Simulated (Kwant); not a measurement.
Device: circular cavity between two wires in a GaN two-dimensional gas. Effective mass 0.22 mₑ, grid spacing 6.7 nm, hard walls, nominal width 80 nm (11 grid rows, so walls 80.4 nm apart), one parabolic valley, scattering region 600 nm long along x; energies count from the band bottom; Fermi energy swept from 0.00021365 to 0.0032048 eV. Cavity of radius 130 nm, straight part 0 nm, centre moved sideways by 0 nm.

Constants are typed, rounded textbook-type inputs, not results; the design itself was drawn at random and stands for no fabricated device.

Computed with Kwant: effective-mass tight-binding model on a square grid, one spin, coherent transport at 0 K. Conductance is in e²/h.

How many channels do the leads carry at E = 1.32, 2.65, 3.18 meV?

The hard-wall thresholds are n² ħ²π²/(2mW²) = n² × 0.264 meV with W = 80.4 nm. √(1.32/0.264) = 2.23, so 2. √(2.65/0.264) = 3.17, so 3. √(3.18/0.264) = 3.47, so 3.
